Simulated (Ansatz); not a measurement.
Given:

```
CELL_PARAMETERS angstrom
      3.95927     0.00000     0.00000
      0.00000     3.95927     0.00000
      0.00000     0.00000     4.04339
ATOMIC_POSITIONS crystal
  Ti 0.50000 0.50000 0.44664
  Ba 0.00000 0.00000 0.93047
  O  0.50000 0.50000 0.90177
  O  0.50000 0.00000 0.41357
  O  0.00000 0.50000 0.41357
```

No spin polarisation.

The values are results of r2SCAN (Ansatz, a quantum-chemistry and plane-wave program; PAW; 500 eV plane waves; spin-orbit coupling left out), not measurements. Γ-centred 8×8×8 mesh, Fermi–Dirac width 0.05 eV.

Problem. Predict the band gap, gap character and smallest direct gap.

Solution. 
```json
{
  "band_gap": "2.25 eV",
  "gap_character": "indirect, A → Γ",
  "smallest_direct_gap": "2.62 eV"
}
```

Load acts through the strain it causes; cell and atoms are relaxed under it. Whether these cells are dynamically stable was not tested. All final runs are without spin polarisation. The cell was made from BaTiO₃ (space group P4mm, No. 99) by this change: pressure 3 GPa.
